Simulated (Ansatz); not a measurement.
# Ti: isotropic strain +2.00 %

Consider Ti in the hcp (Mg type) structure (space group P6_3/mmc, No. 194; a = 2.902 Å, c = 4.593 Å; relaxed with 0.1 eV smearing).

Now apply this change: the cell is scaled by 1.0200 in all directions; the atoms relax in the strained cell.

The values are results of PBEsol in Ansatz (plane waves to 420 eV, PAW, no spin-orbit coupling), not measurements. Settings: 23×23×13 k-points, 0.1 eV Fermi–Dirac smearing.

The volume per atom rises by 1.025 Å³ to 17.77 Å³ and the space group remains P6_3/mmc (No. 194). The shortest interatomic distance rises by 0.0569 Å, from 2.843 Å to 2.899 Å and the energy increases by 21 meV/atom. The band gap is still zero.

Final structure:

```yaml
crystal:
  lattice:
    - [2.95967, 0.00000, 0.00000]
    - [-1.47983, 2.56315, 0.00000]
    - [0.00000, 0.00000, 4.68482]
  atoms:
    - { symbol: Ti, position: [0.66667, 0.33333, 0.75000] }
    - { symbol: Ti, position: [0.33333, 0.66667, 0.25000] }
```

No phonon test of stability was made. All final runs are without spin polarisation.

Ansatz is a program for electronic structure.
